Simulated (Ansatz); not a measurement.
**TiAl: response to strain**

Start from TiAl (space group P4/mmm, No. 123; a = 2.7963 Å, c = 4.0381 Å; relaxed with 0.1 eV smearing). Axes: x, y, z lie along a, b, c of the conventional cell.

Strains are applied to the cell and any free atomic positions relax.

Computed with PBEsol, PAW, 420 eV (Ansatz, a program for electronic structure; no spin-orbit coupling).

Notes on the quantities. pressure: mean of the normal stresses, compression positive; energy relative to the base: free energy F.

```csv
change,pressure,volume per atom,energy relative to the base
base,0.0 GPa,15.79 Å³,0 meV/atom
tensor shear ε_xz = +0.57 %,0.0 GPa,15.79 Å³,+0.8 meV/atom
tensor shear ε_xz = +0.86 %,0.0 GPa,15.79 Å³,+1.7 meV/atom
tensor shear ε_xz = +0.29 %,0.0 GPa,15.79 Å³,+0.2 meV/atom
tensor shear ε_xz = +1.43 %,0.1 GPa,15.78 Å³,+4.8 meV/atom
tensor shear ε_xz = +1.14 %,0.1 GPa,15.79 Å³,+3.1 meV/atom
tensor shear ε_xz = +2.00 %,0.2 GPa,15.78 Å³,+9.4 meV/atom
tensor shear ε_xz = +1.71 %,0.2 GPa,15.78 Å³,+6.9 meV/atom
```

No phonon test of stability was made. All final runs are without spin polarisation.
